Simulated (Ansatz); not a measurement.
System: CsCl-type AuZn (cubic form, which distorts at low temperature). Method: LDA in Ansatz (PAW).

Settings: plane-wave cutoff 520 eV, 12×12×12 k mesh, Fermi–Dirac smearing 0.1 eV, perturbation theory, scalar-relativistic PAW data made under PBE.

The cell has the measured lattice: a = b = c = 3.1470 Å, α = β = γ = 90.00°.

Q: Predict the TO(Γ) frequency.

A: 
- TO(Γ) frequency = 125 cm⁻¹

Note: symmetry holds this phase in the static calculation, where it need not be a minimum; the cell isn't this level's own, so it is under some stress, which shifts stiffness and frequencies.

Spin–orbit coupling is not included; it can shift volumes and moduli of such heavy elements.

The result took very roughly 2.7 core-minutes.

Ansatz is a quantum-chemistry and plane-wave program.
